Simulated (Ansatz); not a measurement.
A self-consistent single point of P (R-3m, 2 atoms in the cell) with Ansatz (a quantum-chemistry and plane-wave program).

Method of the run: PBEsol, default PAW files made with PBE (plane waves; Ansatz).

The change in words: lattice scaled by 0.98; kpoints.mp_grid.grid: 11 11 11 → 12 12 12. Reference geometry:
```
CELL_PARAMETERS angstrom
      1.73090     0.99934     3.13907
     -1.73090     0.99934     3.13907
      0.00000    -1.99867     3.13907
ATOMIC_POSITIONS crystal
  P  0.23239 0.23239 0.23239
  P  0.77292 0.77292 0.77292
```

Reference input (self-consistent single point, DFT, PBEsol, plane waves, default PAW files made with PBE): basis.ecutwfc = 420 eV; kpoints.mp_grid.grid = 11 11 11; hamiltonian.xc = pbesol; hamiltonian.pseudopotentials = {kind: paw} (the program's default PAW files); scf.occupations.method = gaussian; scf.occupations.width = 0.1 eV. This run's input differs from it in these lines:

Ansatz 0.2 input:
```diff
@@ -2,5 +2,5 @@
   lattice:
-    - [1.730902, 0.999337, 3.139069]
-    - [-1.730902, 0.999337, 3.139069]
-    - [0.000000, -1.998674, 3.139069]
+    - [1.696284, 0.979350, 3.076288]
+    - [-1.696284, 0.979350, 3.076288]
+    - [0.000000, -1.958701, 3.076288]
   atoms:
@@ -11,3 +11,3 @@
 kpoints:
-  mp_grid: { grid: [11, 11, 11] }
+  mp_grid: { grid: [12, 12, 12] }
 hamiltonian:
```

Output (repeated stretches shortened):

```
SCF iter   1: F=—  HF=-1480.133034 eV  |F-HF|=—  |Δ(HF+E_count)|=         —  Δρ=2.25e-3  dr2=1.53e-3  ethr=1.77e-3  ⟨swp⟩=6.3  Hψ=14746  notcnv=0
all-band conjugate gradients solve this SCF's bands
preconditioner: auto → none
SCF iter   2: F=—  HF=-1480.132705 eV  |F-HF|=—  |Δ(HF+E_count)|=   3.30e-4  Δρ=1.21e-3  dr2=4.09e-4  ethr=1.53e-5  ⟨swp⟩=2.1  Hψ=3998  notcnv=0
SCF iter   3: F=—  HF=-1480.132692 eV  |F-HF|=—  |Δ(HF+E_count)|=   1.29e-5  Δρ=2.77e-4  dr2=3.60e-5  ethr=4.09e-6  ⟨swp⟩=2.1  Hψ=2354  notcnv=0
SCF iter   4: F=—  HF=-1480.132680 eV  |F-HF|=—  |Δ(HF+E_count)|=   1.15e-5  Δρ=7.57e-5  dr2=2.01e-6  ethr=3.60e-7  ⟨swp⟩=2.3  Hψ=2533  notcnv=0
iter 5 did not close the SCF: its close was put off for the readings that it lacked (scf_convergence_deferred on its scf_iter line)
SCF iter   5: F=-1480.132679 eV  HF=-1480.132679 eV  |F-HF|=4.14e-8  |Δ(HF+E_count)|=   1.07e-6  Δρ=1.26e-5  dr2=6.08e-8  ethr=2.01e-8  ⟨swp⟩=2.2  Hψ=2471  notcnv=0
SCF iter   6: F=-1480.132679 eV  HF=-1480.132679 eV  |F-HF|=4.10e-9  |Δ(HF+E_count)|=   1.85e-8  Δρ=4.23e-6  dr2=6.10e-9  ethr=6.08e-10  ⟨swp⟩=4.6  Hψ=9894  notcnv=0
SCF 1 converged in 6 iterations: F = -1480.132679 eV  dr2 = 6.10e-9
Free energy (F): -1480.132679 eV
Internal energy: -1480.130894 eV  (E = F + TS)
E sigma→0 (E₀):  -1480.131787 eV
Entropy (-TS):   -0.001785 eV (-0.893 meV/atom)
Fermi energy:    10.828413 eV
--- Forces (eV/Å), atoms counted from 1 ---
  atom   1  P     -0.00000000    -0.00000001     0.24138436
  atom   2  P      0.00000000     0.00000001    -0.24138436
--- Stress (GPa, compression-positive) ---
        2.891562       0.000000       0.000000
        0.000000       2.891562       0.000000
        0.000000       0.000000      -0.901784
  P = ⅓ Tr σ = 1.6271 GPa (16.271 kbar)
  The stress holds the Pulay correction. Without it, at fixed plane waves, as pw.x and ABINIT print it: P = 1.5878 GPa
```

The run converged in 6 iterations. Against the reference run the free energy falls by 7.6 meV/atom, the pressure goes from -4.25 to 1.63 GPa and the largest force goes from 0.141 to 0.241 eV/Å.

The starting cell comes from a database of computed structures (which also holds hypothetical and non-ambient phases and stackings), without a prior relaxation at this level. Its lattice was rescaled by up to half a per cent. One atom was moved a little off its site on purpose. For this run, on top of that: lattice scaled by 0.98. Ansatz's pressure includes its estimate of the finite-basis (Pulay) stress.
